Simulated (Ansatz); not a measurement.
Al on the 1x1 (110) surface of bcc Mo, one in a 2x1 cell, energies for each (14.1 Å²). Energies are against an atom of fcc Al, without zero-point or thermal terms; each row is named by its start.

Calculation: PBE (plane waves to 420 eV, PAW; Ansatz, a quantum-chemistry and plane-wave program).

Problem. Which site binds most strongly?
(A) bridge Mo-Mo (span 2.7 Å)
(B) bridge Mo-Mo (span 3.2 Å)
(C) top Mo

Solution. B, bridge Mo-Mo (span 3.2 Å). Adsorption energies: bridge Mo-Mo (span 3.2 Å) -0.65 eV; bridge Mo-Mo (span 2.7 Å) -0.43 eV; top Mo 0.23 eV.
